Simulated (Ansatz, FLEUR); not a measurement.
A FLEUR input for a self-consistent single point of Sb (R-3m, 2 atoms in the cell) (DFT, PBE, all-electron FLAPW (FLEUR), scalar-relativistic valence with spin-orbit coupling in second variation):

Input of the input generator:

```
scf Sb
&input film=f /
0.4752163476 0.2743662862 0.8359979450
-0.4752163476 0.2743662862 0.8359979450
0.0000000000 -0.5487325724 0.8359979450
8.6035531387
1.0 1.0 1.0

2
51 0.2682600000 0.2682600000 0.2682600000
51 0.7317400000 0.7317400000 0.7317400000

&comp jspins=1 /
&kpt div1=8 div2=8 div3=8 gamma=t /
&soc 0.0 0.0 /
&end /
```

```xml
<?xml version="1.0" encoding="UTF-8" standalone="no"?>
<fleurInput fleurInputVersion="0.39">
   <comment>
      scf Sb                                                                                              
   </comment>
   <calculationSetup>
      <cutoffs Kmax="3.9" Gmax="13.7" GmaxXC="13.7" numbands="0"/>
      <scfLoop itmax="60" minDistance="0.00001" maxIterBroyd="99" imix="Anderson" alpha="0.05" precondParam="0.0" spinf="2.0"/>
      <coreElectrons ctail="T" frcor="F" kcrel="0" coretail_lmax="0"/>
      <xcFunctional name="pbe" relativisticCorrections="F"/>
      <magnetism jspins="1"/>
      <soc l_soc="T" theta="0.0" phi="0.0" spav="F"/>
      <expertModes spex="0" secvar="F"/>
      <geometryOptimization l_f="F" forcealpha="1.0" forcemix="BFGS" epsdisp="0.00001" epsforce="0.00001"/>
      <ldaU l_linMix="F" mixParam="0.05" spinf="1.0"/>
   </calculationSetup>
   <cell>
      <bzIntegration valenceElectrons="30.0" mode="hist" fermiSmearingEnergy="0.00499791">
         <kPointListSelection listName="default-1"/>
         <!-- k-points included here -->
         <xi:include xmlns:xi="http://www.w3.org/2001/XInclude" href="kpts.xml"> </xi:include>
      </bzIntegration>
      <!-- symmetry operations included here -->
      <xi:include xmlns:xi="http://www.w3.org/2001/XInclude" href="sym.xml"> </xi:include>
      <bulkLattice scale="1.0">
         <bravaisMatrix>
            <row-1>    4.0885490989555304     2.3605249227894722     7.1925527436515004</row-1>
            <row-2>   -4.0885490989555304     2.3605249227894722     7.1925527436515004</row-2>
            <row-3>    0.0000000000000000    -4.7210498455789445     7.1925527436515004</row-3>
         </bravaisMatrix>
      </bulkLattice>
   </cell>
   <atomSpecies>
      <species name="Antimony (Sb)" element="Sb" atomicNumber="51">
         <mtSphere radius="2.57" gridPoints="885" logIncrement="0.015"/>
         <atomicCutoffs lmax="10" lnonsphr="8"/>
         <electronConfig flipSpins="F">
            <coreConfig>(1s1/2) (2s1/2) (2p1/2) (2p3/2) (3s1/2) (3p1/2) (3p3/2) (4s1/2) (3d3/2) (3d5/2) (4p1/2) (4p3/2)</coreConfig>
            <valenceConfig>(5s1/2) (4d3/2) (4d5/2) (5p1/2) (5p3/2)</valenceConfig>
            <stateOccupation state="(5p1/2)" spinUp="0.5" spinDown="0.5"/>
            <stateOccupation state="(5p3/2)" spinUp="1.0" spinDown="1.0"/>
         </electronConfig>
         <energyParameters s="5" p="5" d="5" f="4"/>
         <lo type="SCLO" l="2" n="4" eDeriv="0"/>
      </species>
   </atomSpecies>
   <atomGroups>
      <atomGroup species="Antimony (Sb)">
         <relPos label="                   1">.2682600000 .2682600000 .2682600000</relPos>
         <relPos label="                   2">-.2682600000 -.2682600000 -.2682600000</relPos>
         <force calculate="T" relaxXYZ="TTT"/>
      </atomGroup>
   </atomGroups>
   <output dos="F" band="F" slice="F">
      <checks vchk="F" cdinf="F"/>
      <bandDOS minEnergy="-.5*Htr" maxEnergy="0.5*Htr" sigma="0.015" storeEVData="T"/>
      <vacuumDOS vacdos="F" integ="F" star="F" nstars="0" locx1="0.0" locy1="0.0" locx2="0.0" locy2="0.0" nstm="0" tworkf="0.0"/>
      <unfoldingBand unfoldBand="F" supercellX="1" supercellY="1" supercellZ="1"/>
      <plotting iplot="0" polar="F">
         <plot TwoD="T" vec1="  1.0  0.0  0.0" vec2="  0.0  1.0  0.0" vec3="  0.0  0.0  1.0" zero="  0.0  0.0  0.0" file="plot"/>
      </plotting>
      <chargeDensitySlicing numkpt="0" minEigenval="0.0" maxEigenval="0.0" nnne="0" pallst="F"/>
      <specialOutput eonly="F"/>
      <magneticCircularDichroism mcd="F" energyLo="-10.0" energyUp="0.0"/>
   </output>
  <!-- We include the file relax.xml here to enable relaxations (see documentation) -->
  <xi:include xmlns:xi="http://www.w3.org/2001/XInclude" href="relax.xml"> <xi:fallback/> </xi:include>
</fleurInput>
```

**Question.** Give the Ansatz (a program for electronic structure) input for the same structure, mesh, smearing and functional.

**Answer.** One input that does it (others would too):

Ansatz 0.2 input:
```yaml
crystal:
  lattice:
    - [2.163567, 1.249136, 3.806135]
    - [-2.163567, 1.249136, 3.806135]
    - [0.000000, -2.498272, 3.806135]
  atoms:
    - { symbol: Sb, position: [0.268260, 0.268260, 0.268260] }
    - { symbol: Sb, position: [0.731740, 0.731740, 0.731740] }
kpoints:
  mp_grid:
    grid: [8, 8, 8]
hamiltonian:
  xc: pbe
  pseudopotentials:
    kind: paw
magnetization:
  noncollinear: true
  spin_orbit: true
scf:
  occupations:
    method: fermi_dirac
    width: 0.136
output:
  forces: true
  eigenvalues: true
  stress: true
```

Basis, cutoffs, solver keys and any potentials are the target program's own. This input uses DFT, PBE with spin-orbit coupling, plane waves, default PAW files.

The starting cell comes from a database of computed structures (which also holds hypothetical and non-ambient phases and stackings), without a prior relaxation at this level. Its lattice was rescaled by a random factor within 2.5 % of one.
